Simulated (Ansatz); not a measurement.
For Nb$_{2}$CS (P6_3/mmc), PBEsol, DFPT electron-phonon coupling, linearised Boltzmann equation (Ansatz, a program for electronic structure) gives a transport coupling λ_tr = 0.681 and a Drude plasma energy ħω_p = 5.78 eV along y (a = (3.27, 0.00, 0.00) Å; b = (-1.63, 2.83, 0.00) Å; c = (0.00, 0.00, 11.56) Å).

Q: Estimate the resistivity at 300 K from the high-temperature formula ρ = 2π λ_tr k_B T / (ħ ε₀ ω_p²), and say how the full Boltzmann solution compares.

A: The scattering rate is 1/τ = 2π λ_tr k_B T/ħ = 1.68e14 s⁻¹ and ω_p = 8.78e15 s⁻¹, so ρ ≈ 24.6 μΩ·cm. The Boltzmann solution gives 21.9 μΩ·cm, 0.89 times the estimate; it lies lower because k_BT is not large against the phonon energies and the solution lets the distribution adjust.

A metal at this level (no band gap). Only scattering by harmonic phonons is included (no impurities, grain boundaries, electron-electron scattering or thermal expansion). Spin-orbit coupling is left out. Halving the electron mesh (28x28x8) moves the resistivity by up to 8 % at 300 K, the coupling by up to 3 %. Smearing 0.20 eV; phonons on a 5x5x2 q mesh, which this run doesn't test.

Computed structure with no diffraction record at hand here (it may be known, metastable or hypothetical): Nb2CS (P6_3/mmc).
